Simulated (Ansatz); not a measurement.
Worked calculations on one periodic cell of amorphous Al₂₈O₄₇P₂: Al28O47P2, 77 atoms, volume 864.6 Å³, made by a melt-quench on the CHGNet potential and relaxed with DFT. O atoms were pushed apart under 1.9 Å during the dynamics, to hinder bonds among them. It is a model cell: composition and starting density were chosen by hand, and all elements were melted together. Cycles of charging were run to anneal it. Calculation: PBE, scalar-relativistic without spin-orbit coupling (plane waves to 420 eV, PAW; Ansatz, a first-principles code). Sampling: a 2×2×2 Γ-centred mesh; Fermi-Dirac width 0.02 eV; no spin polarisation. Its volume was held where the quench left it, its shape was free, and it stands at a mean pressure of 0.3 GPa with stress components up to 0.4 GPa; the relaxation ran on the zone centre alone. Its density went from a set 3.01 to 3.01 g/cm³. The cell is small and was quenched far faster than a real film, so it is one sample of the glass.

**Question.** Count formal charges (Al +3, O -2, P +5). What does the count lead one to expect at the Fermi level, and what does the calculation give?

**Answer.** 28 × (+3) + 47 × (-2) + 2 × (+5) = 0. The charges balance, so the anion-derived valence states can be full and a gap can open. On this mesh the highest filled and lowest empty level lie 3.91 eV apart, the PBE gap of this cell, with a localised state at one edge or both.

Four energies for a hole at PBE on the zone centre alone (charged cells in a uniform background, spin-polarised): neutral at the neutral geometry -43329.099 eV; charged at the neutral geometry -43333.666 eV; charged and relaxed -43333.752 eV; neutral at the charged geometry -43328.974 eV.

**Question.** Find the two relaxation energies and their sum, the reorganisation energy.

**Answer.** On charging: -43333.666 − (-43333.752) = 0.086 eV. On discharging: -43328.974 − (-43329.099) = 0.125 eV. The sum is 0.211 eV. The carrier's level spreads over 14 of the 77 atoms' worth, so it counts as partly localised, most on one O atom with neighbours Al 1.75 Å, Al 1.87 Å, Al 1.88 Å (neutral geometry). The values are uncorrected: the image energy of a point charge in this cell, 2.84 × 14.40 / (2 × 9.5) = 2.1 eV before screening, is screened by electrons alone at the fixed geometry and by ions too after relaxing, and the carrier can be spread before it relaxes, so each term can be off by up to that value times 1/ε∞, some tenths of an eV. PBE's self-interaction favours spread-out carriers, so a hybrid can localise more.
